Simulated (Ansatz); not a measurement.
For MgSnO₃ (model structure, started from the cubic perovskite type, Pm-3m, No. 221, 5 atoms in the cell), LDA in Ansatz (plane waves, PAW) gives:

* **lattice parameter a**: 3.953 Å
* **bulk modulus B0**: 179 GPa
* **cohesive energy**: 5.19 eV/atom
* **band gap**: 1.05 eV

Question: What does PBEsol in Ansatz (plane waves, PAW) give for the same quantities?

Answer: 
- lattice constant a: 3.987 Å (grows by 0.9 %)
- bulk modulus: 167 GPa (falls by 6.7 %)
- cohesive energy: 4.63 eV/atom (drops by 0.56 eV/atom)
- band gap: 0.97 eV (drops by 0.08 eV)

Changes are worked out from the printed values.

Unless a cell is named, each level is at its own relaxed cell (LDA 12.35, PBEsol 12.67 Å³/atom).

Levels without +SOC leave out spin–orbit coupling, which shifts energies and cells of such heavy elements.

Levels without +SOC have no spin–orbit coupling; where heavier elements are present it shifts gaps, mostly down, and can invert bands. Density-functional gaps are differences of (generalised) Kohn–Sham levels.

Caveats: the bulk modulus is −V dP/dV from two relaxed cells at ±2 % in volume (LDA, PBEsol). Ansatz's density-functional and Hartree–Fock values are scalar-relativistic unless marked +SOC, with PAW data made under PBE.

A model structure was made by putting elements into a prototype or built by hand; it is no filed structure, need not be a known phase, and can be a saddle point held by its symmetry.

Ansatz is an electronic-structure program.
